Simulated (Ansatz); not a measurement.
We consider NaCaH3 (model structure, started from the KMgH3 type, Pm-3m, No. 221, 5 atoms in the cell), described by HSE06 (PAW; Ansatz, a first-principles code).

Numerical settings: plane-wave cutoff 460 eV, 6×6×6 k mesh, Fermi–Dirac smearing 0.01 eV, scalar-relativistic PAW data made under PBE.

The cell is the one relaxed with PBEsol. Conventional cell: a = 4.3143 Å, b = 4.3143 Å, c = 4.3143 Å, α = 90.00°, β = 90.00°, γ = 90.00°.

```
CELL_PARAMETERS angstrom
      4.31433     0.00000     0.00000
      0.00000     4.31433     0.00000
      0.00000     0.00000     4.31433
ATOMIC_POSITIONS crystal
  Na 0.00000 0.00000 0.00000
  Ca 0.50000 0.50000 0.50000
  H  0.50000 0.00000 0.50000
  H  0.00000 0.50000 0.50000
  H  0.50000 0.50000 0.00000
```

### Question
List the 9 lowest band energies at Γ above −25 eV (eV, relative to the valence band maximum), grouping those that round alike.

### Answer
At Γ: -20.38 (×3), -3.66, -0.46 (×2), 8.06 (×3).

Note: the run warned that its exchange threshold was loose for the stress; the relaxation could raise the start's symmetry but not lower it, so the cell can be a saddle point; cell and atoms aren't relaxed at this level (pressure 0.8 GPa).

A model structure was made by putting elements into a prototype or built by hand; it is no filed structure, need not be a known phase, and can be a saddle point held by its symmetry.
